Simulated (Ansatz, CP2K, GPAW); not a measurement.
Code comparison for BaMg2Sb2 (P-3m1, 5 atoms in the cell)

Band-structure calculation.

```
Ba(MgSb)2
1.0
    4.79854     0.00000     0.00000
   -2.39927     4.15566     0.00000
    0.00000     0.00000     8.20590
Ba Mg Sb
1 2 2
Direct
  0.00000   0.00000   0.00000
  0.66667   0.33333   0.37666
  0.33333   0.66667   0.62334
  0.66667   0.33333   0.73051
  0.33333   0.66667   0.26949
```

Shared settings, as Ansatz (a quantum-chemistry and plane-wave program) writes them: kpoints.mp_grid.grid = 6 6 3; scf.occupations.method = fixed. Potentials and cutoffs stand in the table.

```
code                                                                                   model  gap along the path (eV)  smallest direct gap (eV)        cutoff
------  ------------------------------------------------------------------------------------  -----------------------  ------------------------  ------------
CP2K    LDA (Pade form), GPW, DZVP-MOLOPT-SR-GTH basis, GTH-PADE potentials (GTH_POTENTIALS)                     0.98                      1.33  grid 1000 Ry
GPAW                           LDA (Perdew-Wang 92), GPAW PAW datasets LDA (gpaw-data 1.0.1)                     0.80                      1.31        850 eV
Ansatz                                                   LDA (PW92), PAW files made with PBE                     0.83                      1.33       default
```

On Ansatz's run: spin-orbit coupling is off.

The spread over the programs that give each value: gap along the path within 0.18 eV; smallest direct gap within 0.02 eV.

CP2K uses small atom-centred bases, whose incompleteness enters pressures, forces and empty levels differently from a plane-wave cutoff.

In the gap along the path, CP2K stands apart from the plane-wave programs.

The starting cell comes from a database of computed structures (which also holds hypothetical and non-ambient phases and stackings), without a prior relaxation at this level.

Left out of this page: Quantum ESPRESSO, Elk and FLEUR (not drawn, or without a comparable value); ABINIT (with a known weakness of the program).

Keys are those of Ansatz 0.2.
